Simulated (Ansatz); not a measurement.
CO on the 1x1 (111) surface of fcc Ir, one in a 2x2 cell, energies for each (26.0 Å²). Energies are against CO(g), without zero-point or thermal terms; each row is named by its start.

Method: PBE (plane waves to 420 eV, PAW; Ansatz, an electronic-structure program).

Q: Which site binds most strongly?
A) bridge Ir-Ir (span 2.7 Å)
B) hollow Ir-Ir-Ir over Ir at depth 4.4 Å
C) hollow Ir-Ir-Ir over Ir at depth 2.2 Å
D) top Ir

A: D, top Ir. Adsorption energies: top Ir -1.94 eV; hollow Ir-Ir-Ir over Ir at depth 2.2 Å -1.56 eV; bridge Ir-Ir (span 2.7 Å) -1.54 eV; hollow Ir-Ir-Ir over Ir at depth 4.4 Å -1.44 eV.
